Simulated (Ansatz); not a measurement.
# Evanescent states of BN (P6_3/mmc, 4 atoms a cell, 9.0 Å³ an atom) along the normal of (100)

Computed with r2SCAN (plane waves, PAW; Ansatz, a program for electronic structure).

No gap correction and no spin-orbit coupling; mid-gap is the computed energy nearest the middle.

Energies count from the valence-band top; κ is the least over a 12×6 mesh across the current.

| E (eV) | κ (1/Å) | where |
|---|---|---|
| 0.11 | 0.132 | off Γ |
| 0.33 | 0.216 | off Γ |
| 0.55 | 0.259 | off Γ |
| 0.77 | 0.291 | off Γ |
| 0.99 | 0.314 | off Γ |
| 1.21 | ___ | off Γ |
| 1.43 | ___ | off Γ |
| 1.65 | ___ | off Γ |
| 1.87 | ___ | off Γ |
| 2.09 | ___ | off Γ |
| 2.31 | ___ | off Γ |
| 2.53 | ___ | off Γ |
| 2.75 | ___ | off Γ |
| 2.97 | ___ | off Γ |
| 3.19 | ___ | off Γ |
| 3.41 | ___ | off Γ |
| 3.63 | ___ | off Γ |
| 3.85 | 0.243 | Γ |
| 4.07 | 0.214 | Γ |
| 4.29 | 0.180 | Γ |
| 4.51 | 0.136 | Γ |
| 4.73 | 0.066 | Γ |

**Question.** What belongs in the gaps?

**Answer.** 
- 1.21, κ (1/Å): 0.327
- 1.43, κ (1/Å): 0.334
- 1.65, κ (1/Å): 0.337
- 1.87, κ (1/Å): 0.338
- 2.09, κ (1/Å): 0.338
- 2.31, κ (1/Å): 0.336
- 2.53, κ (1/Å): 0.333
- 2.75, κ (1/Å): 0.328
- 2.97, κ (1/Å): 0.321
- 3.19, κ (1/Å): 0.312
- 3.41, κ (1/Å): 0.293
- 3.63, κ (1/Å): 0.269
